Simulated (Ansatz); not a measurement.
The starting structures come from a database of crystals and need not be the phases stable at ambient conditions.

Inside the gap of an insulator the Bloch states are evanescent, with a wavenumber k + iκ along the transport direction.

Data:

```
BaLi2MgO8P2
1.0
    8.82073     0.00000     0.00000
    4.39627     7.64709     0.00000
    1.47482    -4.25020     2.40389
Ba Li Mg P O
1 2 1 2 8
Direct
  0.00000   0.50000   0.50000
  0.33333   0.89771   0.23104
  0.66667   0.10229   0.76896
  0.00000   0.00000   0.00000
  0.33333   0.41786   0.75119
  0.66667   0.58214   0.24881
  0.33333   0.20261   0.53594
  0.66667   0.79739   0.46406
  0.64020   0.18109   0.47666
  0.35980   0.81891   0.52334
  0.29557   0.52572   0.58995
  0.70443   0.47428   0.41005
  0.06423   0.75706   0.39726
  0.93577   0.24294   0.60274
```

Space group of this cell: P-3. The cell is taken as given; by r2SCAN its mean pressure is -4.9 GPa.

Transport runs along the normal of the first two printed cell vectors, the (111) plane of the conventional cell.

The gap is the functional's own, uncorrected, and κ follows it; spin-orbit coupling is left out. Mid-gap values are interpolated between the computed energies.

Task: Predict the band gap and the smallest decay constant κ at mid-gap from r2SCAN (Ansatz, a quantum-chemistry and plane-wave program).

Result: Gap 6.41 eV on a 12×12×12 mesh; κ = 0.466 1/Å, at the zone centre.
